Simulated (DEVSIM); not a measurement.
abrupt GaAs p-n junction

System: abrupt GaAs p-n junction, at 250 K.

```csv
layer (left to right),material,thickness (μm),Nd (cm⁻³),Na (cm⁻³),τn (s),τp (s)
1,GaAs,2.80,-,8.6e15,2.7e-8,2.7e-8
2,GaAs,0.300,1.6e15,-,2.7e-8,2.7e-8
```

Left contact: ohmic. Right contact: ohmic. Voltage is applied to the left contact. Recombination: SRH at mid-gap, radiative. Mobility is constant in doping.

This is a model device: material constants are rounded textbook-type values typed into the input, and sizes, dopings and lifetimes were drawn at random. Values at 300 K; Nc and Nv go as T^1.5, mobilities as T to minus their exponent, the gap by Varshni's rule with the affinity fixed.

```csv
parameter,GaAs
gap (eV),1.424
affinity (eV),4.07
permittivity,12.9
Nc (cm⁻³),4.7e17
Nv (cm⁻³),9e18
μn (cm²/Vs),8500
μp (cm²/Vs),400
T exponent of μn,2.1
T exponent of μp,2.2
B (cm³/s),2e-10
Varshni α (eV/K),0.000541
Varshni β (K),204
```

DEVSIM, 1D drift-diffusion, Boltzmann statistics, complete ionisation; no tunnelling, impact ionisation, image-force lowering or self-heating.

```
Item                                               Result
---------------------------------------------  ----------
Potential step across the device at zero bias     1.186 V
Largest field in the device at zero bias       30000 V/cm
Dark forward voltage at 1 A/cm²                   1.018 V
Dark forward voltage at 100 A/cm²                 1.156 V
```

Dark forward current:

```tsv
V (V)	J (A/cm²)
0.05	7.4e-14
0.10	3.0e-13
0.15	1.1e-12
0.20	3.5e-12
0.25	1.2e-11
0.30	4.0e-11
0.35	1.3e-10
0.40	4.5e-10
0.45	1.5e-9
0.50	5.3e-9
0.55	1.9e-8
0.60	7.5e-8
0.65	3.5e-7
0.70	2.0e-6
0.75	1.4e-5
0.80	0.00011
0.85	0.00095
0.90	0.0079
0.95	0.064
1.00	0.50
1.05	3.5
1.10	21
1.15	86
1.20	270
1.25	670
1.30	1400
1.35	2500
```
